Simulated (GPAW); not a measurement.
A series of runs on Zr2Au (I4/mmm, 3 atoms in the cell)

```xyz
3
Lattice="-1.6360 1.6360 5.7500 1.6360 -1.6360 5.7500 1.6360 1.6360 -5.7500" Properties=species:S:1:pos:R:3 pbc="T T T"
Zr     0.0000     0.0000     3.9100
Zr     0.0000     0.0000     7.5900
Au     0.0000     0.0000     0.0000
```

Base run A: PBEsol, GPAW PAW datasets PBEsol (made by gpaw-setup) run with GPAW 25.7.0, self-consistent single point.

Its settings: mode = pw; ecut = 600 eV; xc = PBEsol; kpts = 9 9 9; mesh shift (steps) = 0 0 0; occupations.name = fermi-dirac; occupations.width = 0.1 eV; nbands = -11; symmetry.symmorphic = false; symmetry.tolerance = 0.0005; maxiter = 100.

The starting cell comes from a database of published, mostly measured structures (it also holds non-ambient and calculated ones), without a prior relaxation at this level.

ΔF is the free energy per atom less that of run A. 

Run A gave: pressure (GPa) -0.24; largest force (eV/Å) 0.024; TS (meV/atom) 19.5.

Runs:
- B: occupations.name: fermi-dirac → methfessel-paxton; occupations.width: 0.1 eV → 0.05 eV; occupations.order: default → 0
- C: occupations.name: fermi-dirac → methfessel-paxton; occupations.width: 0.1 eV → 0.3 eV; occupations.order: default → 0
- D: occupations.width: 0.1 eV → 0.05 eV
- E: occupations.name: fermi-dirac → methfessel-paxton; occupations.order: default → 1
- F: occupations.name: fermi-dirac → methfessel-paxton; occupations.width: 0.1 eV → 0.3 eV; occupations.order: default → 1
- G: occupations.name: fermi-dirac → marzari-vanderbilt
- H: occupations.name: fermi-dirac → marzari-vanderbilt; occupations.width: 0.1 eV → 0.2 eV
- I: occupations.name: fermi-dirac → improved-tetrahedron-method; occupations.width: 0.1 eV → default

What does run F change against A?

The free energy rises by 10.5 meV/atom, the pressure moves little (-0.24 to -0.28 GPa) and the largest force goes from 0.024 to 0.007 eV/Å.

What does run G change against A?

The free energy rises by 9.1 meV/atom, the pressure stays at -0.24 GPa and the largest force goes from 0.024 to 0.009 eV/Å.

What does run C change against A?

The free energy drops by 3.1 meV/atom, the pressure moves little (-0.24 to -0.17 GPa) and the largest force goes from 0.024 to 0.050 eV/Å.

```
run  ΔF (meV/atom)  pressure (GPa)  largest force (eV/Å)  TS (meV/atom)
---  -------------  --------------  --------------------  -------------
A             0.00           -0.24                 0.024           19.5
B              8.9           -0.22                 0.011            0.8
C             -3.1           -0.17                 0.050           26.1
D              7.0           -0.25                 0.000            4.5
E              9.2           -0.26                 0.012            0.1
F             10.5           -0.28                 0.007           -5.0
G              9.1           -0.24                 0.009            0.6
H              8.3           -0.27                 0.002            1.7
I              8.1           -0.24                 0.018            0.0
```
